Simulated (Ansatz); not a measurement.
Results of LDA in Ansatz (plane waves, PAW) for Be₅Au (F-43m, No. 216).

Numerical settings: plane-wave cutoff 520 eV, 16×16×16 k mesh, Fermi–Dirac smearing 0.05 eV, scalar-relativistic PAW data made under PBE.

Computed at the level's own relaxed cell.

Give the computed volume per atom, bulk modulus B0, equilibrium lattice constant a and pressure derivative B′ of the bulk modulus.


* **volume per atom**: 9.04 Å³/atom
* **bulk modulus B0**: 156 GPa
* **equilibrium lattice constant a**: 6.010 Å
* **pressure derivative B′ of the bulk modulus**: 3.9

The run finds no gap.

Spin–orbit coupling is not included; it can shift volumes and moduli of such heavy elements.

It cost about 5 core-minutes (a rough figure) of CPU time.

Ansatz is a program for electronic structure.
